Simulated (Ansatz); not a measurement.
Base system: Sr in the fcc (Cu type) structure (space group Fm-3m, No. 225; a = 6.0999 Å). Axes: x, y, z lie along the cube axes.

Level of theory: r2SCAN/PAW in Ansatz (an electronic-structure program), no spin-orbit coupling.

Strains are applied to the cell and any free atomic positions relax; under biaxial strain the out-of-plane vector relaxes too.

One change was made to it. Results:

```json
[
 {"quantity": "energy relative to the base (free energy F)", "base": "0 meV/atom", "after": "+0.7 meV/atom"},
 {"quantity": "pressure", "base": "0.0 GPa", "after": "-0.2 GPa"}
]
```

Q: What was done to the base?
A. isotropic strain +3.93 %
B. isotropic strain +1.14 %
C. biaxial strain +2.37 %, plane normal [111], relaxed out of plane
D. isotropic strain +0.65 %

A: D, isotropic strain +0.65 %. For comparison, the energy relative to the base in the other runs: isotropic strain +1.14 % gives +2.3 meV/atom; biaxial strain +2.37 %, plane normal [111], relaxed out of plane gives +5.0 meV/atom; isotropic strain +3.93 % gives +27 meV/atom.

Whether these cells are dynamically stable was not tested.
